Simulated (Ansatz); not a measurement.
Take TiN in the rock salt structure (space group Fm-3m, No. 225; a = 4.233 Å) as the base.

Calculations: Ansatz (an electronic-structure program) r2SCAN, without spin-orbit coupling.

Base values:

| Item | Value |
|---|---|
| Pressure | 0.0 GPa |

One thing is altered: an isotropic linear strain of +1.27 %; the atoms relax in the strained cell.

What does the calculation give for the energy relative to the base and pressure after the change?

The energy grows by 12 meV/atom; the pressure goes from zero to -10.3 GPa.

Stability against distortions was not tested. The final runs are not spin-polarised. An odd electron count without spin: TiN.
